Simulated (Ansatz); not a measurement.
Consider Ag in the fcc (Cu type) structure (space group Fm-3m, No. 225; a = 4.104 Å; relaxed with 0.1 eV smearing).

Method: r2SCAN in Ansatz (plane waves to 500 eV, PAW, scalar-relativistic without spin-orbit coupling).

Strains are applied to the cell and any free atomic positions relax.

One change was made to it. Results:

```json
[
 {"quantity": "pressure", "base": "0.0 GPa", "after": "-6.2 GPa"},
 {"quantity": "energy relative to the base (free energy F)", "base": "0 meV/atom", "after": "+28 meV/atom"}
]
```

Question: Which change produced these results?
(A) isotropic strain +0.50 %
(B) isotropic strain +2.50 %
(C) isotropic strain +1.50 %
(D) isotropic strain +1.00 %
(E) isotropic strain +3.00 %

Answer: B, isotropic strain +2.50 %. For comparison, the energy relative to the base in the other runs: isotropic strain +3.00 % gives +39 meV/atom; isotropic strain +1.50 % gives +10 meV/atom; isotropic strain +1.00 % gives +4.8 meV/atom; isotropic strain +0.50 % gives +1.2 meV/atom.

Whether these cells are dynamically stable was not tested.

Ansatz is a quantum-chemistry and plane-wave program.
